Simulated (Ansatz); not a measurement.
The starting structures come from a database of crystals and need not be the phases stable at ambient conditions.

 Where the default PAW files enter, the runs use the earlier of Ansatz's two default sets.

By PBEsol, the system below comes out a metal.

Data:

```
NiGe2
1.0
    5.72606     0.00000     0.00000
    2.86303     5.41837     0.00000
    0.00000     0.00000     5.74132
Ni Ge
4 8
Direct
  0.11534   0.76932   0.00000
  0.88466   0.23068   0.00000
  0.38466   0.23068   0.50000
  0.61534   0.76932   0.50000
  0.15493   0.00000   0.34267
  0.84507   0.00000   0.65733
  0.34507   0.00000   0.84267
  0.65493   0.00000   0.15733
  0.49488   0.50000   0.25000
  0.50512   0.50000   0.75000
  0.00512   0.50000   0.75000
  0.99488   0.50000   0.25000
```

Space group of this cell: Cmce. The cell is taken as given; by PBEsol its mean pressure is -1.5 GPa.

The current flows along the normal of the first two printed cell vectors. No spin-orbit coupling; the value is a mean over 0.1 eV about the Fermi level.

Q: Predict the ballistic conductance per area from PBEsol (Ansatz, a quantum-chemistry and plane-wave program).

A: 0.67 × 10¹⁵ S/m² for both spins.
